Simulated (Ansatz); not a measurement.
Consider Si-vacancy pair (Si on one host Ti site, one Ti site vacant) in rock-salt TiN, neutral cell. Calculation: PBE, PAW (plane waves to 420 eV; Ansatz, an electronic-structure program).

Settings: 64 host sites, the relaxed PBE lattice, a 2×2×2 k-point mesh shifted by half a step, smearing 0.10 eV, spin-restricted, no image-charge correction. Static, classical nuclei. Forms of the defect that were not tried may lie lower.

Barriers: single points on a 4×4×4 k-point mesh shifted by half a step at the bands' geometries (they differ from the bands' own by up to 0.05 eV, and are uncertain by about as much).

The step: direct exchange of Si with the vacancy (Si-vacancy distance between ideal sites 3.00 Å throughout); the atom moves 2.79 Å along (0.00, 0.46, 0.46) of the unit cell; the moving atom starts with neighbours 2 N at 1.91, 2 N at 1.99, 2 N at 2.03 Å and ends with 2 N at 1.91, 2 N at 1.99, 2 N at 2.03 Å.

Problem. Give the migration barrier of this step at the level PBE, PAW.

Solution. 1.02 eV, the same both ways. At the saddle the moving atom has neighbours 2 N at 1.67, N at 1.76 Å. The program found a first-order saddle point.
